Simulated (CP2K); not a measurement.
Band structure of ZrGe (Pnma, 8 atoms in the cell).

```xyz
8
Lattice="7.0961 0.0000 0.0000 0.0000 3.9151 0.0000 0.0000 0.0000 5.4127" Properties=species:S:1:pos:R:3 pbc="T T T"
Zr     1.2495     0.9788     3.4148
Zr     5.8466     2.9363     1.9979
Zr     2.2986     2.9363     0.7085
Zr     4.7976     0.9788     4.7043
Ge     0.3429     0.9788     0.8238
Ge     6.7532     2.9363     4.5890
Ge     3.2052     2.9363     3.5301
Ge     3.8910     0.9788     1.8826
```

Method: PBEsol, GPW, DZVP-MOLOPT-SR-GTH basis, GTH-PBE potentials (GTH_POTENTIALS) (CP2K).

Settings: CUTOFF = 500 Ry; REL_CUTOFF = 40 Ry; SMEAR/METHOD = GAUSSIAN; SIGMA = 0.272 eV; KPOINTS/SCHEME = MONKHORST-PACK 3 4 3; GAMMA_CENTERED = T; XC_FUNCTIONAL = PBE:PBESOL; Zr/BASIS_SET = DZVP-MOLOPT-SR-GTH; Zr/POTENTIAL = GTH-PBE-q12; Ge/BASIS_SET = DZVP-MOLOPT-SR-GTH; Ge/POTENTIAL = GTH-PBE-q4; METHOD = GPW; EPS_DEFAULT = 1e-10; EXTRAPOLATION = USE_GUESS.

The starting cell comes from a database of computed structures (which also holds hypothetical and non-ambient phases and stackings), without a prior relaxation at this level. Values carry the incompleteness of an atom-centred basis. The potentials were made for another functional than the one used.

Levels in eV from the Fermi level, bands 29 to 34:
```json
[
 {"point": "Γ", "29": "-0.77", "30": "-0.75", "31": "-0.39", "32": "-0.27", "33": "0.56", "34": "0.58"},
 {"point": "X", "29": "-1.83", "30": "-1.83", "31": "-1.56", "32": "-1.56", "33": "2.17", "34": "2.17"},
 {"point": "S", "29": "-0.87", "30": "-0.87", "31": "-0.65", "32": "-0.65", "33": "0.01", "34": "0.01"},
 {"point": "Y", "29": "-0.99", "30": "-0.99", "31": "-0.28", "32": "-0.28", "33": "0.89", "34": "0.89"},
 {"point": "Z", "29": "-1.03", "30": "-1.03", "31": "-0.26", "32": "-0.26", "33": "0.25", "34": "0.25"},
 {"point": "U", "29": "-1.85", "30": "-1.85", "31": "-1.85", "32": "-1.85", "33": "2.39", "34": "2.39"},
 {"point": "R", "29": "-1.56", "30": "-1.56", "31": "-1.56", "32": "-1.56", "33": "1.72", "34": "1.72"},
 {"point": "T", "29": "-0.94", "30": "-0.94", "31": "-0.87", "32": "-0.87", "33": "0.53", "34": "0.53"}
]
```

Bands cross the Fermi level along this path, so the cell is metallic at this level.

Higher empty bands are left out: an atom-centred basis made for the valence describes them poorly.
